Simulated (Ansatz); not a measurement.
A computed series for Co: pressure series

The reference is Co in the hcp (Mg type) structure (space group P6_3/mmc, No. 194; ferromagnetic).

```
Co
1.0
    2.49392     0.00000     0.00000
   -1.24696     2.15980     0.00000
    0.00000     0.00000     4.03185
Co
2
Direct
  0.33333   0.66667   0.75000
  0.66667   0.33333   0.25000
```

Cell and atoms are relaxed at each pressure.

Level of theory: PBE (Ansatz, a quantum-chemistry and plane-wave program; PAW; 420 eV plane waves; scalar-relativistic without spin-orbit coupling).

Notes on the quantities. enthalpy: H = E + PV relative to the base's energy.

| variant | density | enthalpy | largest site moment |
|---|---|---|---|
| base | 9.01 g/cm³ | – | 1.69 μB |
| pressure −2 GPa | 8.93 g/cm³ | -0.14 eV/atom | 1.70 μB |
| pressure −1 GPa | 8.97 g/cm³ | -0.07 eV/atom | 1.69 μB |
| pressure 0.3 GPa | 9.03 g/cm³ | +0.02 eV/atom | 1.69 μB |
| pressure 0.7 GPa | 9.04 g/cm³ | +0.05 eV/atom | 1.68 μB |
| pressure 1.5 GPa | 9.08 g/cm³ | +0.10 eV/atom | 1.68 μB |
| pressure 3 GPa | 9.14 g/cm³ | +0.20 eV/atom | 1.67 μB |
| pressure 5 GPa | 9.22 g/cm³ | +0.33 eV/atom | 1.66 μB |
| pressure 7.5 GPa | 9.31 g/cm³ | +0.50 eV/atom | 1.65 μB |
| pressure 10 GPa | 9.41 g/cm³ | +0.66 eV/atom | 1.64 μB |

The magnetic state is the one reached from the starting moments; the real material's order can differ, and small cells can't hold many antiferromagnetic ones. Load acts through the strain it causes; cell and atoms are relaxed under it. Whether these cells are dynamically stable was not tested. No other phases were tried under pressure.
